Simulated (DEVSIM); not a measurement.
Device: Au/HfO2/SiO2/n-Si capacitor, at 500 K.

Layer 1 from the left is HfO2, thickness (nm) 7.10. Layer 2 from the left is SiO2, thickness (nm) 0.860. Layer 3 from the left is Si, thickness (nm) 12000, Nd (cm⁻³) 2.3e15.

Metal gate on the left, work function 5.1 eV. Fixed charge at the semiconductor interface 2.4e10 cm⁻² (in units of +e); no interface traps.

The device is made up for the run: typed textbook-type constants, with dimensions and the other settings drawn at random. Values at 300 K; Nc and Nv go as T^1.5, mobilities as T to minus their exponent, the gap by Varshni's rule with the affinity fixed.

HfO2: gap (eV) 5.7, affinity (eV) 2.5, permittivity 22. SiO2: gap (eV) 9, affinity (eV) 0.9, permittivity 3.9. Si: gap (eV) 1.124, affinity (eV) 4.05, permittivity 11.7, Nc (cm⁻³) 2.86e19, Nv (cm⁻³) 3.1e19, Varshni α (eV/K) 0.000473, Varshni β (K) 636.

Model (solved in DEVSIM): 1D Poisson equation in equilibrium, Boltzmann statistics, complete ionisation; no quantum confinement or tunnelling. Metal contacts follow the ideal Schottky-Mott rule: no Fermi-level pinning, no interface dipoles.

**Question.** What does the simulation give for the threshold voltage (band bending 2φF), the minimum of the low-frequency capacitance, the flat-band voltage?

**Answer.** threshold voltage (band bending 2φF) 0.42 V; minimum of the low-frequency capacitance 0.0537 μF/cm²; flat-band voltage 0.61 V.
